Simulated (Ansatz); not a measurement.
The parent structure is Ta in the bcc (W type) structure (space group Im-3m, No. 229; relaxed with 0.1 eV smearing).

```xyz
1
Lattice="-1.6270 1.6270 1.6270 1.6270 -1.6270 1.6270 1.6270 1.6270 -1.6270" Properties=species:S:1:pos:R:3 pbc="T T T"
Ta     0.0000     0.0000     0.0000
```

Cartesian axes are those of the cell as printed.

Calculations: LDA (Ansatz, a quantum-chemistry and plane-wave program, PAW, without spin-orbit coupling).

Perturbation: the cell is scaled by 0.9800 in all directions, atoms relaxed at fixed cell.

Question: Predict the stress tensor and what it implies for the stiffness.

Answer: Stress of the strained cell less that of the base (GPa, compression positive):
```
   14.8     0.0     0.0
    0.0    14.8     0.0
    0.0     0.0    14.8
```

Then B = −ΔP/(ΔV/V₀) with ΔV/V₀ = -0.0588 gives secant stiffness values (nonlinear terms included at this strain): B ≈ 251 GPa.

As a check, the harmonic strain energy −½ V₀ Δσ:ε is 48 meV/atom; the computed energy rise is 44 meV/atom.

Stability against distortions was not tested. The final runs are not spin-polarised.
